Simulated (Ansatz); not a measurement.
The parent structure is GaP in the zinc blende structure (space group F-43m, No. 216; a = 5.439 Å).

Structures relaxed with PBEsol, PAW, 420 eV (Ansatz, an electronic-structure program; no spin-orbit coupling), earlier PAW set.

Base:

Simulated powder pattern, Co Kα, λ = 1.79026 Å (kinematic, ideal powder, no thermal factors, no anomalous dispersion; the 8 strongest lines at most, above 2 %, up to 2θ = 90°):

```csv
2θ (°),I/Imax (%),hkl
33.12,100,(111)
38.43,14,(200)
55.48,59,(220)
66.16,41,(311)
69.52,3.6,(222)
82.34,9.5,(400)
```

Perturbation: As takes the place of Ga on all its sites, then cell and atoms are relaxed.

### Question
How do the reflections move or split?

### Answer

Simulated powder pattern, Co Kα, λ = 1.79026 Å (kinematic, ideal powder, no thermal factors, no anomalous dispersion; the 8 strongest lines at most, above 2 %, up to 2θ = 90°):

```json
[
 {"2θ (°)": "31.23", "d (Å)": "3.326", "I/Imax (%)": "100", "hkl": "(111)"},
 {"2θ (°)": "36.21", "d (Å)": "2.880", "I/Imax (%)": "15", "hkl": "(200)"},
 {"2θ (°)": "52.14", "d (Å)": "2.037", "I/Imax (%)": "59", "hkl": "(220)"},
 {"2θ (°)": "62.04", "d (Å)": "1.737", "I/Imax (%)": "42", "hkl": "(311)"},
 {"2θ (°)": "65.13", "d (Å)": "1.663", "I/Imax (%)": "4.1", "hkl": "(222)"},
 {"2θ (°)": "76.86", "d (Å)": "1.440", "I/Imax (%)": "9.7", "hkl": "(400)"},
 {"2θ (°)": "85.27", "d (Å)": "1.322", "I/Imax (%)": "18", "hkl": "(331)"},
 {"2θ (°)": "88.04", "d (Å)": "1.288", "I/Imax (%)": "5.7", "hkl": "(420)"}
]
```

The indices refer to each structure's own conventional cell; one index is shown for lines that coincide.

Whether these cells are dynamically stable was not tested. As relaxed here, AsP is a hypothetical phase, not in the database extracts checked. All final runs are without spin polarisation.
